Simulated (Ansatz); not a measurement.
The parent structure is MgO in the rock salt structure (space group Fm-3m, No. 225; a = 4.2044 Å). Axes: x, y, z lie along the cube axes.

The values are results of r2SCAN/PAW in Ansatz (an electronic-structure program), no SOC, not measurements.

Strains are applied to the cell and any free atomic positions relax; under biaxial strain the out-of-plane vector relaxes too.

One change was made to it. Results:

The energy goes up by 11 meV/atom; the band gap goes up by 0.274 eV (5.68 eV → 5.96 eV).

**Question.** What was done to the base?
A. biaxial strain −2.08 %, plane normal [111], relaxed out of plane
B. biaxial strain −0.83 %, plane normal [111], relaxed out of plane
C. biaxial strain −2.50 %, plane normal [111], relaxed out of plane
D. biaxial strain −0.42 %, plane normal [111], relaxed out of plane
E. biaxial strain −1.67 %, plane normal [111], relaxed out of plane

**Answer.** A, biaxial strain −2.08 %, plane normal [111], relaxed out of plane. For comparison, the band gap in the other runs: biaxial strain −1.67 %, plane normal [111], relaxed out of plane gives 5.91 eV; biaxial strain −2.50 %, plane normal [111], relaxed out of plane gives 6.01 eV; biaxial strain −0.42 %, plane normal [111], relaxed out of plane gives 5.74 eV; biaxial strain −0.83 %, plane normal [111], relaxed out of plane gives 5.80 eV.

No phonon test of stability was made.
